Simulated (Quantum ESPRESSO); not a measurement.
A self-consistent single point of CaGe2Au2 (I4mm, 5 atoms in the cell) with Quantum ESPRESSO.

Computed with LDA (PZ), PSlibrary ultrasoft (LDA) pseudopotentials (plane waves; Quantum ESPRESSO).

The change in words: lattice scaled by 0.98; degauss: 0.0073499 Ry → 0.0036749 Ry. Reference geometry:
```
CELL_PARAMETERS angstrom
     -2.21848     2.21848     5.12244
      2.21848    -2.21848     5.12244
      2.21848     2.21848    -5.12244
ATOMIC_POSITIONS crystal
  Ca 0.00488 0.00488 0.00000
  Ge 0.38161 0.38161 0.00000
  Ge 0.61839 0.61839 0.00000
  Au 0.75000 0.25000 0.50000
  Au 0.25000 0.75000 0.50000
```

Reference input (self-consistent single point, DFT, LDA (PZ), plane waves, PSlibrary ultrasoft (LDA) pseudopotentials): ecutwfc = 50 Ry; ecutrho = 450 Ry; occupations = smearing; smearing = gauss; degauss = 0.0073499 Ry; K_POINTS = automatic 5 5 5 0 0 0; conv_thr = 1e-10 Ry; mixing_beta = 0.7. This run's input differs from it in these lines:

```diff
@@ -16,3 +16,3 @@
     smearing = 'gauss',
-    degauss = 0.0073499,
+    degauss = 0.0036749,
 /
@@ -27,7 +27,7 @@
 ATOMIC_POSITIONS {angstrom}
-Ca    0.0000000000    0.0000000000    0.0499950534
-Ge    0.0000000000    0.0000000000    3.9095517097
-Ge    0.0000000000    0.0000000000    6.3353362903
-Au    0.0000000000    2.2184770000    2.5612220000
-Au    2.2184770000    0.0000000000    2.5612220000
+Ca    0.0000000000    0.0000000000    0.0489951512
+Ge    0.0000000000    0.0000000000    3.8313605839
+Ge    0.0000000000    0.0000000000    6.2086294161
+Au    0.0000000000    2.1741070000    2.5099975000
+Au    2.1741070000    0.0000000000    2.5099975000
 K_POINTS {automatic}
@@ -35,5 +35,5 @@
 CELL_PARAMETERS {angstrom}
-  -2.2184770000     2.2184770000     5.1224440000
-   2.2184770000    -2.2184770000     5.1224440000
-   2.2184770000     2.2184770000    -5.1224440000
+  -2.1741070000     2.1741070000     5.0199950000
+   2.1741070000    -2.1741070000     5.0199950000
+   2.1741070000     2.1741070000    -5.0199950000
```

Output, abridged:

```
     Self-consistent Calculation

     iteration #  1     ecut=    50.00 Ry     beta= 0.70

     Threshold (ethr) on eigenvalues was too large:
     Diagonalizing with lowered threshold

     total energy              =    -269.03455435 Ry
     estimated scf accuracy    <       0.52560437 Ry

     iteration #  2     ecut=    50.00 Ry     beta= 0.70

     total energy              =    -269.19827527 Ry
     estimated scf accuracy    <       0.77207865 Ry

     iteration #  3     ecut=    50.00 Ry     beta= 0.70

     total energy              =    -269.30884069 Ry
     estimated scf accuracy    <       0.02354648 Ry

   [... 8 blocks of this kind left out ...]

     iteration # 12     ecut=    50.00 Ry     beta= 0.70

     total energy              =    -269.33044855 Ry
     estimated scf accuracy    <          1.5E-09 Ry

     iteration # 13     ecut=    50.00 Ry     beta= 0.70
     End of self-consistent calculation

     the Fermi energy is    11.2692 ev

!    total energy              =    -269.33044855 Ry
     estimated scf accuracy    <          8.6E-11 Ry
     smearing contrib. (-TS)   =      -0.00016762 Ry
     internal energy E=F+TS    =    -269.33028093 Ry

     convergence has been achieved in  13 iterations

     Forces acting on atoms (cartesian axes, Ry/au):

     atom    1 type  1   force =     0.00000000    0.00000000   -0.00557499
     atom    2 type  2   force =     0.00000000    0.00000000    0.01035465
     atom    3 type  2   force =     0.00000000    0.00000000   -0.00913905
     atom    4 type  3   force =     0.00000000    0.00000000    0.00217969
     atom    5 type  3   force =     0.00000000    0.00000000    0.00217969

     Total force =     0.015209     Total SCF correction =     0.000010

          total   stress  (Ry/bohr**3)                   (kbar)     P=       33.34
   0.00025293   0.00000000   0.00000000           37.21        0.00        0.00
   0.00000000   0.00025293   0.00000000            0.00       37.21        0.00
   0.00000000   0.00000000   0.00017401            0.00        0.00       25.60

   JOB DONE.
```

The run converged in 13 iterations. Against the reference run the free energy rises by 2.0 meV/atom, the pressure goes from -2.93 to 3.33 GPa and the largest force goes from 0.153 to 0.266 eV/Å.

The starting cell comes from a database of computed structures (which also holds hypothetical and non-ambient phases and stackings), without a prior relaxation at this level. Its lattice was rescaled by up to half a per cent. One atom was moved a little off its site on purpose. For this run, on top of that: lattice scaled by 0.98. With a pressure of about 3 GPa the cell is away from its equilibrium volume at this level.

Cost on one core of a shared machine: roughly 70 s.
